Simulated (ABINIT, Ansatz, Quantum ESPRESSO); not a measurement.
## One structure in several programs: Mo (Im-3m, 1 atom in the cell)

Self-consistent single point.

```
CELL_PARAMETERS angstrom
     -1.55784     1.55784     1.55784
      1.55784    -1.55784     1.55784
      1.55784     1.55784    -1.55784
ATOMIC_POSITIONS crystal
  Mo 0.00000 0.00000 0.00000
```

Shared settings, as Ansatz (a quantum-chemistry and plane-wave program) writes them: kpoints.mp_grid.grid = 10 10 10; magnetization.spin_orbit = true; scf.occupations.method = gaussian; scf.occupations.width = 0.0037 Ry. Potentials and cutoffs stand in the table.

```csv
code,model,pressure (GPa),cutoff
ABINIT,"PBE, spin-orbit coupling, norm-conserving pseudopotentials (PseudoDojo nc-fr-04 PBE standard)",12.16,40 Ha
Quantum ESPRESSO,"PBE, spin-orbit coupling, PseudoDojo fully relativistic norm-conserving (PBE) pseudopotentials",12.16,80 Ry
Ansatz,"PBE with spin-orbit coupling, PAW files",11.59,default
```

The spread over the programs that give each value: pressure within 0.57 GPa.

Ansatz's pressure is given at a fixed set of plane waves, as the other plane-wave codes print theirs; with its correction for the finite basis it is 11.64 GPa.

The starting cell comes from a database of computed structures (which also holds hypothetical and non-ambient phases and stackings), without a prior relaxation at this level. Its lattice was rescaled by a random factor within 2.5 % of one.

Left out of this page: Elk, FLEUR and SIESTA (not drawn, or without a comparable value).

Keys are those of Ansatz 0.2.
